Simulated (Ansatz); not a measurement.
System: interstitial Y in monoclinic HfO2 (charge state +3). Level of theory: PBE, PAW (plane waves to 420 eV; Ansatz, an electronic-structure program).

Settings: 96 host sites, the relaxed PBE lattice, the Γ point alone, smearing 0.01 eV, spin-restricted, no image-charge correction. No zero-point or tunnelling terms. Spin-orbit coupling is left out. The charge state is imposed; whether it is stable for some Fermi level was not computed. Sites that were not tried may lie lower.

Barriers: single points on a 2×2×2 k-point mesh shifted by half a step at the bands' geometries.

A. several atoms move together, Y the farthest; the atom moves 3.48 Å along (0.00, 0.43, -0.50) of the unit cell; the moving atom starts with neighbours Hf at 2.69; 2 O at 2.10, O at 2.19, O at 2.21, O at 2.25, O at 2.44, O at 2.60 Å and ends with Hf at 2.69; 2 O at 2.10, O at 2.19, O at 2.21, O at 2.25, O at 2.44, O at 2.60 Å; saddle order not checked.
B. Y moves alone to another site; the atom moves 1.38 Å along (0.25, -0.07, 0.12) of the unit cell; the moving atom starts with neighbours Hf at 2.69; 2 O at 2.10, O at 2.19, O at 2.21, O at 2.25, O at 2.44, O at 2.60 Å and ends with Hf at 2.69; 2 O at 2.10, O at 2.19, O at 2.21, O at 2.25, O at 2.44, O at 2.60 Å; saddle order not checked, on a symmetry element.

A band can be held on a symmetry element, so unchecked saddle points there may be too high.

**Question.** Rank these by forward barrier (lowest first), as PBE, PAW gives it.

**Answer.** B (0.57 eV), A (4.14 eV)
